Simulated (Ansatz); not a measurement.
Reference: ZnSe (F-43m), PBEsol with spin-orbit coupling, rigid bands (plane waves, PAW; Ansatz, a program for electronic structure); axes and stresses refer to this cell.

```xyz
2
Lattice="0.0000 2.8167 2.8167 2.8167 0.0000 2.8167 2.8167 2.8167 0.0000" Properties=species:S:1:pos:R:3 pbc="T T T"
Zn     0.0000     0.0000     0.0000
Se     4.2251     4.2251     4.2251
```

- Seebeck coefficient, n-type 1e19 cm⁻³ = -64 μV/K
- electron conductivity mass = 0.100 mₑ
- hole conductivity mass = 0.66 mₑ

Task: Change: biaxial stress xx = yy = 2 GPa (compression positive). What happens to Seebeck coefficient, n-type 1e19 cm⁻³, electron conductivity mass, hole conductivity mass?

Result: Seebeck coefficient, n-type 1e19 cm⁻³ moves little, to -66 μV/K; electron conductivity mass moves little, to 0.103 mₑ; hole conductivity mass shrinks to 0.50 mₑ.

Task: Change: uniaxial stress zz = -2 GPa (compression positive). What happens to Seebeck coefficient, n-type 1e19 cm⁻³, electron conductivity mass, hole conductivity mass?

Result: Seebeck coefficient, n-type 1e19 cm⁻³ moves little, to -63 μV/K; electron conductivity mass moves little, to 0.097 mₑ; hole conductivity mass drops to 0.51 mₑ.

Masses are for dilute carriers at 300 K, harmonic means over directions unless an axis is named. Seebeck coefficients are for the stated density at 300 K, with one relaxation time for all states and whether or not that doping can be reached. Stresses and pressures are the targets of the relaxation.  The structure type is held under load, also where the real crystal would transform.
